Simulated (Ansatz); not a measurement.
Base system: Au in the fcc (Cu type) structure (space group Fm-3m, No. 225; a = 4.0834 Å).

Levels (all Ansatz, a quantum-chemistry and plane-wave program, PAW): PBEsol (420 eV, without spin-orbit coupling); r2SCAN (500 eV, scalar-relativistic without spin-orbit coupling).

The geometry is relaxed with PBEsol.

- PBEsol pressure = 0.0 GPa

Task: What does r2SCAN give at this geometry for the pressure?

Result: The pressure goes from zero to 5.1 GPa.

Single points use the geometry relaxed with PBEsol. Their cutoffs differ, which shifts pressures a little. No phonon test of stability was made.
